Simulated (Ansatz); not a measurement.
For CuI (model structure, started from the CsCl type, Pm-3m, No. 221, 2 atoms in the cell), PBEsol (plane waves, PAW; Ansatz, a first-principles code) gives:

| Property | Result |
|---|---|
| lattice constant a | 3.539 Å |
| enthalpy of formation | 0.596 eV/atom |

**Question.** What does r²SCAN (Ansatz, plane waves, PAW) give for the same quantities?

**Answer.** 
- lattice constant a: 3.664 Å (increases by 3.5 %)
- formation enthalpy: 0.559 eV/atom (shrinks by 0.037 eV/atom)

Changes are worked out from the printed values.

Unless a cell is named, each level is at its own relaxed cell (PBEsol 22.17, r²SCAN 24.60 Å³/atom).

Levels without +SOC leave out spin–orbit coupling, which shifts energies and cells of such heavy elements.

Ansatz's density-functional and Hartree–Fock values are scalar-relativistic unless marked +SOC, with PAW data made under PBE.

A model structure was made by putting elements into a prototype or built by hand; it is no filed structure, need not be a known phase, and can be a saddle point held by its symmetry.
